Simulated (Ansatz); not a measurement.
1T (CdI2-type) CaI2

All values below come from PBE0-D4 (plane waves, PAW; Ansatz, a quantum-chemistry and plane-wave program).

Numerical settings: plane-wave cutoff 500 eV, 6×6×4 k mesh (along the axes of the cell as run), gaussian smearing 0.02 eV, scalar-relativistic PAW data made under PBE.

Cell (relaxed at this level):

```
CaI2
1.0
    4.43963     0.00000     0.00000
   -2.21982     3.84483     0.00000
    0.00000     0.00000     6.87800
Ca I
1 2
Cartesian
  0.00000   0.00000   0.00000
  0.00000   2.56322   1.76482
  2.21982   1.28161  -1.76482
```

```json
{
 "volume_per_atom": "39.14 Å³/atom",
 "lattice_constant_a": "4.440 Å",
 "c axis length": "6.878 Å"
}
```

Spin–orbit coupling is not included.
